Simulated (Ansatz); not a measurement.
Start from MgSe in the rock salt structure (space group Fm-3m, No. 225; a = 5.450 Å). Axes: x, y, z lie along the cube axes.

Method: PBEsol (Ansatz, a quantum-chemistry and plane-wave program), no spin-orbit coupling.

One thing is altered: an isotropic linear strain of +1.00 %, atoms relaxed at fixed cell.

Problem. Predict the stress tensor and what it implies for the stiffness.

Solution. Stress of the strained cell less that of the base (GPa, compression positive):
```
  -1.82    0.00    0.00
   0.00   -1.82    0.00
   0.00    0.00   -1.82
```

Then B = −ΔP/(ΔV/V₀) with ΔV/V₀ = 0.0303 gives secant stiffness values (nonlinear terms included at this strain): B ≈ 60 GPa.

Whether these cells are dynamically stable was not tested.
